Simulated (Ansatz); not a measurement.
NaOH (R3m, No. 160, 3 atoms in the cell; start mp-625051) was calculated with PBEsol (PAW; Ansatz, an electronic-structure program).

Run with plane-wave cutoff 500 eV, 14×14×14 k mesh, gaussian smearing 0.02 eV, scalar-relativistic PAW data made under PBE.

Cell (relaxed at this level):

```cif
data_H3Na3O3
_chemical_formula_sum 'Na3 H3 O3'
_space_group_name_H-M_alt 'R3m :H'
_space_group_IT_number 160
_space_group_name_Hall 'R 3 -2"'
_cell_length_a 3.74712
_cell_length_b 3.74712
_cell_length_c 7.39723
_cell_angle_alpha 90.000
_cell_angle_beta 90.000
_cell_angle_gamma 120.000
loop_
_atom_site_label
_atom_site_type_symbol
_atom_site_symmetry_multiplicity
_atom_site_Wyckoff_symbol
_atom_site_fract_x
_atom_site_fract_y
_atom_site_fract_z
_atom_site_occupancy
Na1 Na 3 a 0.00000 0.00000 0.01803 1
H1 H 3 a 0.00000 0.00000 0.61337 1
O1 O 3 a 0.00000 0.00000 0.48180 1
```
(The calculation used a cell of 3 atoms; values per cell refer to that cell.)

### Question
What does this level give for the band gap?

### Answer

* **band gap**: 3.40 eV (on the SCF k mesh)

Note: the relaxation could not lower the start's symmetry, so the cell can be a saddle point above a distorted one.

Computed values are for the static lattice.

Computing time: roughly 120 core-seconds.

A start named mp-… is a Materials Project structure, which need not be a measured phase.
